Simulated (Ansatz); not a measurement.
Consider CdS in the zinc blende structure (space group F-43m, No. 216; a = 5.927 Å).

Levels (all Ansatz, a quantum-chemistry and plane-wave program, PAW): PBE (420 eV, without spin-orbit coupling); HSE06 (420 eV, without spin-orbit coupling).

Its gap is 1.04 eV with PBE and 2.04 eV with HSE06.

It is then changed as follows: cell and atoms relaxed at a pressure of 7 GPa.

With PBE the gap becomes 1.26 eV.

Question: If the HSE06 correction stayed the same, what would the HSE06 gap be, and what does the HSE06 run give?

Answer: A rigid correction of +1.00 eV gives 2.26 eV. The HSE06 run gives 2.29 eV, so the two effects roughly add.

Single points use the geometry relaxed with PBE. Load acts through the strain it causes; cell and atoms are relaxed under it. Whether these cells are dynamically stable was not tested. Tetrahedral semiconductors of this kind turn to denser phases somewhere between about 1 and 50 GPa; those were not computed, so compressed cells here can lie past the real transition.
